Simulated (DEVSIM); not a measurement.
## abrupt GaAs p-n junction

Device: abrupt GaAs p-n junction, at 350 K.

```tsv
layer (left to right)	material	thickness (μm)	Nd (cm⁻³)	Na (cm⁻³)	τn (s)	τp (s)
1	GaAs	0.400	-	5.8e17	5.1e-8	5.1e-8
2	GaAs	4.70	2.2e15	-	5.1e-8	5.1e-8
```

Left contact: ohmic. Right contact: ohmic. Voltage is applied to the left contact. Recombination: SRH at mid-gap. Mobility is constant in doping.

The device is made up for the run: typed textbook-type constants, with dimensions and the other settings drawn at random. Values at 300 K; Nc and Nv go as T^1.5, mobilities as T to minus their exponent, the gap by Varshni's rule with the affinity fixed.

```csv
parameter,GaAs
gap (eV),1.424
affinity (eV),4.07
permittivity,12.9
Nc (cm⁻³),4.7e17
Nv (cm⁻³),9e18
μn (cm²/Vs),8500
μp (cm²/Vs),400
T exponent of μn,2.1
T exponent of μp,2.2
Varshni α (eV/K),0.000541
Varshni β (K),204
```

DEVSIM, 1D drift-diffusion, Boltzmann statistics, complete ionisation; no tunnelling, impact ionisation, image-force lowering or self-heating.

```json
{
  "potential_step_across_the_device_at_zero_bias": "1.143 V",
  "largest_field_in_the_device_at_zero_bias": "47000 V/cm",
  "Dark forward voltage at 1 A/cm²": "0.895 V",
  "Dark forward voltage at 100 A/cm²": "1.054 V"
}
```

Dark forward current:

```tsv
V (V)	J (A/cm²)
0.05	2.9e-9
0.10	9.1e-9
0.15	2.4e-8
0.20	5.8e-8
0.25	1.4e-7
0.30	3.4e-7
0.35	8.2e-7
0.40	2.0e-6
0.45	5.1e-6
0.50	1.4e-5
0.55	3.9e-5
0.60	0.00013
0.65	0.00048
0.70	0.0021
0.75	0.0096
0.80	0.047
0.85	0.23
0.90	1.2
0.95	5.5
1.00	24
1.05	92
1.10	310
1.15	840
1.20	1900
1.25	3500
```

Small-signal capacitance in reverse bias (quasi-static):

| V (V) | C (nF/cm²) |
|---|---|
| -0.2 | 12.8 |
| -0.5 | 11.4 |
| -1 | 9.90 |
| -1.5 | 8.87 |
| -2 | 8.10 |
| -3 | 7.03 |
| -4 | 6.29 |
| -5 | 5.75 |
| -6.5 | 5.15 |
| -8 | 4.70 |
| -10 | 4.25 |
